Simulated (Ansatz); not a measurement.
The starting structures come from a database of crystals and need not be the phases stable at ambient conditions.

 Where the default PAW files enter, the runs use the earlier of Ansatz's two default sets.

By LDA and PBEsol, the system below comes out a metal.

```
CELL_PARAMETERS angstrom
      2.46271     0.00000     0.00000
     -0.95568     2.26971     0.00000
      0.75351     1.13486     2.05164
ATOMIC_POSITIONS crystal
  Cu 0.00000 0.00000 0.00000
```

Space group of this cell: I4/mmm. The cell is taken as given; by PBEsol its mean pressure is -1.6 GPa.

The current runs along the normal of the first two printed vectors, the (110) plane. All runs by Ansatz (an electronic-structure program), plane waves and PAW, without spin-orbit coupling; the base is PBEsol.

```csv
run,mean pressure (GPa),"G/A, both spins (10¹⁵ S/m²)"
base,-1.6,1.13
all lengths scaled by 0.98,9.6,1.17
all lengths scaled by 1.02,-9.6,1.09
lda in place of pbesol,-7.9,1.13
"lengths across the current scaled by 0.98, ions clamped",5.6,1.15
"lengths across the current scaled by 1.02, ions clamped",-7.2,___
"lengths along the current scaled by 0.97, ions clamped",3.8,___
"lengths along the current scaled by 1.03, ions clamped",-5.7,1.09
```

Question: Fill in the missing entries.

Answer: 
- lengths across the current scaled by 1.02, ions clamped, G/A, both spins (10¹⁵ S/m²): 1.11
- lengths along the current scaled by 0.97, ions clamped, G/A, both spins (10¹⁵ S/m²): 1.16
